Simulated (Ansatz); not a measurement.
An Ansatz (a program for electronic structure) input (PBE in Ansatz (plane waves to 420 eV, PAW, scalar-relativistic without spin-orbit coupling)):

Ansatz 0.2 input:
```yaml
crystal:
  lattice:
    - [0, 2.1268735186, 2.1268735186]
    - [2.1268735186, 0, 2.1268735186]
    - [2.1268735186, 2.1268735186, 0]
  atoms:
    - { symbol: O, position: [0, 0, 0] }
    - { symbol: Mg, position: [0.5, 0.5, 0.5] }
basis: { ecutwfc: 420, ecutrho_ratio: 4, xc_grid: 2, fft_grid_basis: typed }
kpoints: { mp_grid: { grid: [13, 13, 13] } }
hamiltonian:
  xc: pbe
  dispersion: none
  pseudopotentials: { kind: paw }
scf: { occupations: { method: fermi_dirac, width: 0.05 }, convergence: { dr2_threshold: 0.0000000002 } }
output: { forces: true, stress: true }
```

**Question.** Which symmetry and how many k-points will the program report, and about how many plane waves at Γ?

**Answer.** Space group Fm-3m (ITA 225) with 48 operations, k-points 84 of 2197, and 339 plane waves at Γ.

No phonon test of stability was made. The cell is MgO in the rock salt structure (space group Fm-3m, No. 225).
